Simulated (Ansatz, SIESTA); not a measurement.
# Code comparison for LaNi2 (Fd-3m, 6 atoms in the cell)

Self-consistent single point.

```yaml
crystal:
  lattice:
    - [0.00000, 3.65314, 3.65314]
    - [3.65314, 0.00000, 3.65314]
    - [3.65314, 3.65314, 0.00000]
  atoms:
    - { symbol: La, position: [0.75000, 0.75000, 0.75000] }
    - { symbol: La, position: [0.50000, 0.50000, 0.50000] }
    - { symbol: Ni, position: [0.12500, 0.12500, 0.62500] }
    - { symbol: Ni, position: [0.12500, 0.62500, 0.12500] }
    - { symbol: Ni, position: [0.12500, 0.12500, 0.12500] }
    - { symbol: Ni, position: [0.62500, 0.12500, 0.12500] }
```

Shared settings, as Ansatz (an electronic-structure program) writes them: kpoints.mp_grid.grid = 6 6 6; scf.occupations.method = gaussian; scf.occupations.width = 0.272 eV. Potentials and cutoffs stand in the table.

```json
[
 {"code": "SIESTA", "model": "GGA PBEsol, numerical atomic orbitals TZP, PseudoDojo PBEsol standard norm-conserving potentials (rewritten from UPF to PSML)", "pressure (GPa)": "1.44", "cutoff": "grid 350 Ry"},
 {"code": "Ansatz", "model": "PBEsol, PAW files made with PBE", "pressure (GPa)": "-3.33", "cutoff": "default"}
]
```

On Ansatz's run: spin polarisation is off.

The spread over the programs that give each value: pressure within 4.77 GPa.

SIESTA uses small atom-centred bases, whose incompleteness enters pressures, forces and empty levels differently from a plane-wave cutoff. Ansatz's pressure is given at a fixed set of plane waves, as the other plane-wave codes print theirs; with its correction for the finite basis it is -3.29 GPa.

On the base mesh (8 8 8) the same programs gave: Ansatz pressure -3.32 GPa; SIESTA pressure 1.47 GPa.

The starting cell comes from a database of computed structures (which also holds hypothetical and non-ambient phases and stackings), without a prior relaxation at this level.

Left out of this page: Elk and FLEUR (not drawn, or without a comparable value).

Keys are those of Ansatz 0.2.
